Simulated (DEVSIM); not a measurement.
Device: Schottky contact on n-type β-Ga2O3, at 300 K.

Layer 1 from the left is β-Ga2O3, thickness (μm) 0.410, Nd (cm⁻³) 3.9e14, τn (s) 4.5e-9, τp (s) 4.5e-9.

Left contact: Schottky, work function 5.63 eV, emission velocity 1.1e7 cm/s. Right contact: ohmic. Voltage is applied to the left contact. Recombination: SRH at mid-gap. Mobility is μmin + (μ − μmin)/(1 + (N/Nref)^α).

This is a model device: material constants are rounded textbook-type values typed into the input, and sizes, dopings and lifetimes were drawn at random. Values at 300 K.

β-Ga2O3: gap (eV) 4.8, affinity (eV) 4, permittivity 10, Nc (cm⁻³) 3.7e18, Nv (cm⁻³) 5e20, μn (cm²/Vs) 160, μp (cm²/Vs) 1, μn,min 20, μp,min 0.1, Nref,n 1e18, Nref,p 1e18, αn 0.8, αp 0.8.

Simulated with DEVSIM: 1D drift-diffusion, Boltzmann statistics, complete ionisation; no tunnelling, impact ionisation, image-force lowering or self-heating. Metal contacts follow the ideal Schottky-Mott rule: no Fermi-level pinning, no interface dipoles.

Dark forward current:

```
|V| (V)  |J| (A/cm²)
-------  -----------
0.50       1.706e-13
0.55       1.133e-12
0.60       7.498e-12
0.65       4.948e-11
0.70       3.252e-10
0.75        2.128e-9
0.80        1.386e-8
0.85        8.971e-8
0.90        5.765e-7
0.95        3.674e-6
1.00        2.316e-5
1.05       0.0001440
1.10       0.0008799
1.15        0.005242
1.20         0.03006
1.25          0.1616
1.30          0.7696
1.35           2.937
1.40           8.169
1.45           16.68
1.50           27.28
1.55           38.82
1.60           50.72
1.65           62.75
1.70           74.85
1.75           86.98
```

### Question
Work out the local ideality factor n = ΔV / (kT/q · ln(J2/J1)) between the rows 0.50 and 0.55 V, 1.70 and 1.75 V.

### Answer
kT/q = 25.85 mV. From 0.50 to 0.55 V: ln(1.133e-12/1.706e-13) = 1.893, n = 1.02, near the 1 of diffusion or emission over a barrier. From 1.70 to 1.75 V: ln(86.98/74.85) = 0.150, n = 12.88; the layers' resistance at their doping, Σ W/(qμN) = 0.0041 Ω cm², would take 50 mV of this step of 50 mV.

### Question
Estimate the current at 0.75 V for emission alone, J0 = q v N_band exp(−φB/kT), and read the barrier back from the simulated current.

### Answer
φB = 1.630 eV, N_band = 3.70e18 cm⁻³, J0 = 2.69e-21 A/cm²; J = J0 (exp(qV/kT) − 1) = 1.07e-8 A/cm². The simulation gives 2.13e-9 A/cm²; the estimate lies 400 % above. Read backwards, the simulated current gives an apparent barrier of 1.672 eV. The estimate leaves out transport through the depletion region and minority injection.
